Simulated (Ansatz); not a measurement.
The starting structures come from a database of crystals and need not be the phases stable at ambient conditions.

 Where the default PAW files enter, the runs use the earlier of Ansatz's two default sets.

Inside the gap of an insulator the Bloch states are evanescent, with a wavenumber k + iκ along the transport direction.

Input:

```xyz
6
Lattice="5.9704 0.0000 0.0000 0.5850 5.9417 0.0000 2.6927 -2.9709 3.9310" Properties=species:S:1:pos:R:3 pbc="T T T"
Si     2.9852     0.0000     1.9655
Si     0.0000     0.0000     0.0000
S      6.8787     0.6447     1.8358
S      3.7158     0.8407     3.8013
S      4.0083     3.8116     2.0952
S      3.8935     0.6447     0.1297
```

Space group of this cell: Fdd2. The cell is strained (lengths across the current scaled by 1.02, ions clamped); by r2SCAN its mean pressure is -2.6 GPa.

Transport runs along the normal of the first two printed cell vectors.

The gap is the functional's own, uncorrected, and κ follows it; spin-orbit coupling is left out. Mid-gap values are interpolated between the computed energies.

Problem. Give the band gap and the smallest decay constant κ at mid-gap that r2SCAN in Ansatz (a first-principles code) yields.

Solution. Gap 3.60 eV on a 8×8×8 mesh; κ = 0.317 1/Å, at the zone centre.
